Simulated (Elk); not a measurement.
A self-consistent single point of HoRh (Pm-3m, 2 atoms in the cell) with Elk.

Level of theory: LDA (PW92), all-electron FP-LAPW, Elk's shipped species files, APW+lo basis with extra local orbitals in Elk.

```yaml
crystal:
  lattice:
    - [3.38650, 0.00000, 0.00000]
    - [0.00000, 3.38650, 0.00000]
    - [0.00000, 0.00000, 3.38650]
  atoms:
    - { symbol: Ho, position: [0.00000, 0.00000, 0.00000], spin: 4.0 }
    - { symbol: Rh, position: [0.50000, 0.50000, 0.50000] }
```
(The spins are starting values, not results.)

Reference input (self-consistent single point, DFT, LDA (PW92), all-electron FP-LAPW, Elk's shipped species files, APW+lo basis with extra local orbitals): xctype = 3; spinpol = true; rgkmax = 7.5; stype = 3; swidth = 0.00183747 Ha; ngridk = 10 10 10; reducebf = 0.7; gmaxvr = 14 1/bohr; nxlo = 2; lorbcnd = true; lmaxi = 2; nempty = 12 per atom. This run's input differs from it in these lines:

```diff
@@ -54,3 +54,3 @@
 ngridk
-  10 10 10
+  4 4 4
```

Output (repeated stretches shortened):

```
│ Self-consistent loop started │
│ Loop number : 1 │
 total energy                :     -17211.7371709
 total moment                :    7.516215623
│ Loop number : 2 │
 total energy                :     -17218.6194989
 total moment                :    7.513888653
RMS change in Kohn-Sham potential (target) :    2.290206435     (  0.1000000000E-05)
Absolute change in total energy (target)   :    6.882328028     (  0.1000000000E-03)
│ Loop number : 3 │
 total energy                :     -17270.9767678
 total moment                :    6.720186586
RMS change in Kohn-Sham potential (target) :    1.739326820     (  0.1000000000E-05)
   [... lines left out ...]
│ Loop number : 198 │
 total energy                :     -17401.1952111
 total moment                :    3.654774346
RMS change in Kohn-Sham potential (target) :   0.1740719863E-03 (  0.1000000000E-05)
Absolute change in total energy (target)   :   0.2765522155E-01 (  0.1000000000E-03)
│ Loop number : 199 │
 total energy                :     -17401.1980401
 total moment                :    3.654762143
RMS change in Kohn-Sham potential (target) :   0.1744107636E-03 (  0.1000000000E-05)
Absolute change in total energy (target)   :   0.4084837889E-02 (  0.1000000000E-03)
│ Loop number : 200 │
Reached self-consistent loops maximum

Energies :
 Fermi                       :     0.304665483012
 xc effective B-field        :    -0.189414571288
 external B-field            :      0.00000000000
 total energy                :     -17401.2333685
 (external B-field energy excluded from total)

Density of states at Fermi energy :    368.7436442
 (states/Hartree/unit cell)

   [... lines left out ...]
Estimated indirect band gap :   0.2670458530E-03
Estimated direct band gap   :   0.1829384256E-02
   [... lines left out ...]

Charges :
 core                        :    74.00000000
 valence                     :    38.00000000
 interstitial                :    2.415249698
 muffin-tins (core leakage)
  species :    1 (Ho)
   atom    1                 :    65.49003942     (  0.3355706653E-05)
  species :    2 (Rh)
   atom    1                 :    44.09471088     (  0.1135030203E-07)
 total in muffin-tins        :    109.5847503
 total calculated charge     :    111.9993165
 total charge                :    112.0000000
 error                       :   0.6834745161E-03

Moments :
 interstitial                :   0.1559033988E-01
 muffin-tins
  species :    1 (Ho)
   atom    1                 :    3.655623779
  species :    2 (Rh)
   atom    1                 :  -0.1776655752E-01
 total in muffin-tins        :    3.637857221
 total moment                :    3.653447561

│ Self-consistent loop stopped │
```

The run ended unconverged after 200 iterations. 

The starting cell comes from a database of computed structures (which also holds hypothetical and non-ambient phases and stackings), without a prior relaxation at this level. Spin-orbit coupling is off. Values depend on the basis (sphere radii, cutoffs, local orbitals), which need not be converged.

Cost on one core of a shared machine: roughly 3 min.
